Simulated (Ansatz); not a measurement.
BaMgF4 (Cmc2_1), PBEsol, rigid bands run with Ansatz (a first-principles code): N_v = 1.94e21 cm⁻³ at 300 K and a hole conductivity mass of 12.3 mₑ along z (a = (2.05, -7.28, 0.00) Å; b = (2.05, 7.28, 0.00) Å; c = (0.00, 0.00, 5.82) Å).

Q: For 1e16 holes per cm³ at 300 K, place the Fermi level, estimate the Seebeck coefficient of a parabolic band with constant τ, and give mobility and conductivity for τ = 50 fs.

A: The level lies k_BT ln(N_v/p) = 0.315 eV above the valence-band maximum. S ≈ +(k_B/e)[ln(N_v/p) + 5/2] = 1265 μV/K, against 1267 μV/K from the full bands (mean over directions). μ = eτ/m = 7.15 cm²/(V·s) and σ = peμ = 0.0115 S/cm. τ is assumed, not computed.

Band transport and this doping are assumed; polarons and phonon drag are left out. Spin-orbit coupling is left out; where it splits the top of the valence band, N_v and the p-type Seebeck coefficient come out somewhat high without it.

Formula and space group known from diffraction (Crystallography Open Database), not checked to be the room-temperature form: BaMgF4 (Cmc2_1).
